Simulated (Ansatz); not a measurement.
Base system: Pt in the fcc (Cu type) structure (space group Fm-3m, No. 225; a = 3.942 Å; relaxed with 0.1 eV smearing). Axes: x, y, z lie along the cube axes.

The values are results of Ansatz (a quantum-chemistry and plane-wave program) r2SCAN, scalar-relativistic without spin-orbit coupling, not measurements.

Perturbation: compressive biaxial strain of 0.50 % in the plane normal to [001], as in epitaxy on a mismatched substrate; the out-of-plane cell vector and the atoms relax.

**Question.** Predict the new energy relative to the base.

**Answer.** The energy rises by 0.6 meV/atom.

**Question.** Estimate the effect on the in-plane stress.

**Answer.** The mean in-plane stress (compression positive) amounts to +1.2 GPa.

**Question.** Predict the new out-of-plane strain.

**Answer.** The out-of-plane strain amounts to +0.71 %.

Whether these cells are dynamically stable was not tested. The final runs are not spin-polarised.
